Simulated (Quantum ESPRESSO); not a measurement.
**Convergence study of the k-point mesh at a smearing width of 0.05 eV for Mo (Im-3m, 1 atom in the cell)**

```xyz
1
Lattice="1.5671 1.5671 1.5671 -1.5671 1.5671 1.5671 -1.5671 -1.5671 1.5671" Properties=species:S:1:pos:R:3 pbc="T T T"
Mo     0.0000     0.0000     0.0000
```

Computed with LDA (PZ), GBRV 1.5 ultrasoft (LDA) pseudopotentials (plane waves; Quantum ESPRESSO).

Base settings: ecutwfc = 40 Ry; ecutrho = 320 Ry; occupations = smearing; smearing = fermi-dirac; degauss = 0.0073499 Ry; potentials = {Mo: mo_lda_v1.uspp.F.UPF}; K_POINTS = automatic 15 15 15 0 0 0; conv_thr = 1e-09 Ry.

In this ladder: degauss = 0.0036749 Ry.

The second cell is the first with its lattice scaled by 0.98.

Only quantities that move along the ladder and can be compared are tabulated.

The count of work is k-points × plane waves × bands × iterations; it is no time. 

The starting cell has typed, rounded lattice constants, without a prior relaxation at this level. Its lattice was rescaled by up to half a per cent. Spin polarisation is off. In the base run, with a pressure of about -6 GPa the cell is away from its equilibrium volume at this level.

Steps (K_POINTS): automatic 5 5 5 0 0 0; automatic 6 6 6 0 0 0; automatic 8 8 8 0 0 0; automatic 9 9 9 0 0 0; automatic 11 11 11 0 0 0; automatic 13 13 13 0 0 0; automatic 16 16 16 0 0 0; automatic 19 19 19 0 0 0; automatic 24 24 24 0 0 0; automatic 29 29 29 0 0 0; automatic 35 35 35 0 0 0.

Problem. What is the coarsest K_POINTS that holds the pressure within 1 GPa of the last step, with all finer ones?

Solution. automatic 6 6 6 0 0 0, at 0.016 of the last step's count of work; the step before is off by 2.5 GPa.

Problem. What is the coarsest K_POINTS that holds the energy of the compressed cell less the first within 1 meV/atom of the last step, with all finer ones?

Solution. automatic 19 19 19 0 0 0, at 0.19 of the last step's count of work; the step before is off by 1.4 meV/atom.

Problem. What is the coarsest K_POINTS that holds the free energy within 5 meV/atom of the last step, with all finer ones?

Solution. automatic 13 13 13 0 0 0, at 0.084 of the last step's count of work; the step before is off by 23 meV/atom.

```csv
K_POINTS,free energy less the last step's (meV/atom),energy of the compressed cell less the first (meV/atom),pressure (GPa),count of work / last
automatic 5 5 5 0 0 0,-38.54,-1.28,-8.91,0.013
automatic 6 6 6 0 0 0,-63.48,13.99,-6.62,0.016
automatic 8 8 8 0 0 0,23.23,16.03,-5.93,0.025
automatic 9 9 9 0 0 0,-16.67,13.47,-6.65,0.030
automatic 11 11 11 0 0 0,22.60,13.27,-6.20,0.048
automatic 13 13 13 0 0 0,-4.03,12.48,-6.65,0.084
automatic 16 16 16 0 0 0,-4.50,13.32,-6.52,0.13
automatic 19 19 19 0 0 0,-0.37,13.89,-6.45,0.19
automatic 24 24 24 0 0 0,0.06,14.54,-6.34,0.36
automatic 29 29 29 0 0 0,0.84,14.97,-6.29,0.70
automatic 35 35 35 0 0 0,0.00,14.69,-6.36,1.0
```

Two neighbours can agree and both be off: automatic 13 13 13 0 0 0 and automatic 16 16 16 0 0 0 differ by 0.46 meV/atom in the free energy, yet lie about 4.5 meV/atom from the last step.
